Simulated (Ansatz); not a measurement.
## Effective masses and thermopower of SnC under load (space group I-4m2)

Input:

```
CELL_PARAMETERS angstrom
      0.00000     2.61740     2.41917
      2.61740     0.00000     2.41917
      2.61740     2.61740     0.00000
ATOMIC_POSITIONS crystal
  Sn 0.00000 0.00000 0.00000
  C  0.25000 0.25000 0.25000
```

Level of theory: PBE with spin-orbit coupling, rigid bands (plane waves, PAW; Ansatz, a first-principles code). Condition of this run: biaxial stress in (001) of -7.5 GPa (compression positive) (the target of the relaxation). Cell: cell and atoms relaxed with PBEsol, then loaded as said.

```yaml
band_gap: 0.31 eV
hole conductivity mass (300 K, dilute): 0.54 (x), 0.54 (y), 0.095 (z) mₑ
effective density of states N_v (300 K): 3.9e18 cm⁻³
density_of_states_mass_holes: 0.29 mₑ
Seebeck coefficient, p-type 1e19 cm⁻³, 300 K: 182 μV/K
```

Rigid bands; masses and Seebeck coefficients take one relaxation time τ for all states and one kind of carrier; polarons and phonon drag are left out. Geometry: cell and atoms relaxed with PBEsol.

Computed structure with no diffraction record at hand here (it may be known, metastable or hypothetical): SnC under load (space group I-4m2).
